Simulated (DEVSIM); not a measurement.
Structure: abrupt GaAs p-n junction, at 350 K.

```
layer (left to right)  material  thickness (μm)  Nd (cm⁻³)  Na (cm⁻³)  τn (s)  τp (s)
---------------------  --------  --------------  ---------  ---------  ------  ------
1                          GaAs           0.670          -     5.8e17  5.1e-8  5.1e-8
2                          GaAs            4.70     2.2e15          -  5.1e-8  5.1e-8
```

Left contact: ohmic. Right contact: ohmic. Voltage is applied to the left contact. Recombination: SRH at mid-gap. Mobility is constant in doping.

This is a model device: material constants are rounded textbook-type values typed into the input, and sizes, dopings and lifetimes were drawn at random. Values at 300 K; Nc and Nv go as T^1.5, mobilities as T to minus their exponent, the gap by Varshni's rule with the affinity fixed.

```tsv
parameter	GaAs
gap (eV)	1.424
affinity (eV)	4.07
permittivity	12.9
Nc (cm⁻³)	4.7e17
Nv (cm⁻³)	9e18
μn (cm²/Vs)	8500
μp (cm²/Vs)	400
T exponent of μn	2.1
T exponent of μp	2.2
Varshni α (eV/K)	0.000541
Varshni β (K)	204
```

DEVSIM, 1D drift-diffusion, Boltzmann statistics, complete ionisation; no tunnelling, impact ionisation, image-force lowering or self-heating.

The thickness of layer 1 was swept, all else fixed.

| thickness of layer 1 (μm) | dark forward voltage at 1 A/cm² (V) | dark forward voltage at 100 A/cm² (V) |
|---|---|---|
| 0.13 | 0.875 | 1.030 |
| 0.23 | 0.886 | 1.042 |
| 0.4 | 0.895 | 1.054 |
| 0.67 | 0.901 | 1.064 |
| 1.1 | 0.906 | 1.073 |
| 2 | 0.909 | 1.083 |
| 3.4 | 0.911 | 1.090 |

From the first row to the last the dark forward voltage at 1 A/cm² goes from 0.875 to 0.911. From the first row to the last the dark forward voltage at 100 A/cm² goes from 1.030 to 1.090.
